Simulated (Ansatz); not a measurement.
A constructed model of the (111) surface of fcc Au, a pseudomorphic layer of Ag in the host's stacking (bottom of the slab: a bare face, its two planes held)

Level of theory: PBE (plane waves to 420 eV, PAW; Ansatz, a quantum-chemistry and plane-wave program).

Model: 7-atom slab, 14.4 Å thick at the start, 15x15x1 mesh, Fermi-Dirac 0.1 eV, dipole correction, 2 atoms held, the rest relaxed; symmetry of the start imposed; no spin, no spin-orbit, no U. It is one candidate, not shown to be the stable structure of the face.

* **work function of the top face**: 4.54 eV
* **energy released by relaxation**: 0.001 eV
* **cost**: roughly 80 core-seconds
